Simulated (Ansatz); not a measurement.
PbS (model structure, started from the litharge type, P4/nmm, No. 129, 4 atoms in the cell), treated with LDA in Ansatz (plane waves, PAW).

Settings: plane-wave cutoff 520 eV, 12×12×10 k mesh (along the axes of the cell as run), Fermi–Dirac smearing 0.05 eV, scalar-relativistic PAW data made under PBE.

Cell (relaxed at this level):

Space group P4/nmm, origin choice 1 (No. 129); a = b = 4.9882 Å, c = 3.8976 Å, α = β = γ = 90.00°

```tsv
atom	site	symmetry	x	y	z
Pb	2c	4mm	0.5000	0.0000	0.3310
S	2a	-4m2	0.0000	0.0000	0.0000
```

**Question.** Give the computed band gap, smallest direct gap on the k points sampled and Γ–Γ gap.

**Answer.** 
- band gap: 0.38 eV
- smallest direct gap on the k points sampled: 0.73 eV
- Γ–Γ gap: 3.02 eV

Note: the relaxation could raise the start's symmetry but not lower it, so the cell can be a saddle point.

Spin–orbit coupling is not included; with these elements it can move the gap by several tenths of an eV or more.

A model structure was made by putting elements into a prototype or built by hand; it is no filed structure, need not be a known phase, and can be a saddle point held by its symmetry.

Ansatz is an electronic-structure program.
